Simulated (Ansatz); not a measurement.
We consider AlB2-type HfB2, described by revPBE (PAW; Ansatz, an electronic-structure program).

Run with plane-wave cutoff 520 eV, 24×24×18 k mesh (along the axes of the cell as run), Fermi–Dirac smearing 0.087 eV (set by the program), scalar-relativistic PAW data made under PBE.

Computed at the level's own relaxed cell.

Question: Give the computed elastic constant C12, elastic constant C44, polycrystal shear modulus (Hill average), Young modulus, elastic constant C11, elastic constant C13, elastic constant C33 and elastic constant C66.

Answer: 
elastic constant C12: 63.1 GPa
elastic constant C44: 250 GPa
polycrystal shear modulus (Hill average): 235 GPa
Young modulus: 533 GPa
elastic constant C11: 580 GPa
elastic constant C13: 115 GPa
elastic constant C33: 432 GPa
elastic constant C66: 259 GPa

Elastic constants are with the ions relaxed.

Spin–orbit coupling is not included.

Computed values are for the static lattice.

The result took roughly 50 core-minutes.
